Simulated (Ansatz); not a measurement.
The reference is Re in the hcp (Mg type) structure (space group P6_3/mmc, No. 194; a = 2.7751 Å, c = 4.4830 Å).

The values are results of PBE (Ansatz, a quantum-chemistry and plane-wave program; PAW; 420 eV plane waves; scalar-relativistic without spin-orbit coupling), not measurements.

Base values:

```
Quantity           Result
---------------  --------
c/a ratio           1.615
Volume per atom  14.95 Å³
```

It is then changed as follows: cell and atoms relaxed at a pressure of 9 GPa.

Question: What happens to the c/a ratio and volume per atom?

Answer: The c/a ratio is still 1.615; the volume per atom decreases by 0.35 Å³ (14.95 Å³ → 14.60 Å³).

Load acts through the strain it causes; cell and atoms are relaxed under it. Whether these cells are dynamically stable was not tested. No other phases were tried under pressure. All final runs are without spin polarisation.
